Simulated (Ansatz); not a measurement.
The parent structure is ZnO in the wurtzite structure (space group P6_3mc, No. 186; a = 3.279 Å, c = 5.294 Å).

Computed with PBE in Ansatz (plane waves to 420 eV, PAW, without spin-orbit coupling).

Base values:

| Item | Value |
|---|---|
| Electron mass | 0.14 mₑ (at Γ) |

Modification: every lattice vector is stretched by 1.20 %; the atoms relax in the strained cell.

Task: How does this affect the mean gap deformation potential ΔEg/Δln V and electron mass?

Result: The mean gap deformation potential ΔEg/Δln V amounts to -1.5 eV; the electron mass becomes 0.13 mₑ (at Γ) (base: 0.14 mₑ (at Γ)).

Effective masses come from finite differences of ±0.01 Å⁻¹. Stability against distortions was not tested.

Ansatz is an electronic-structure program.
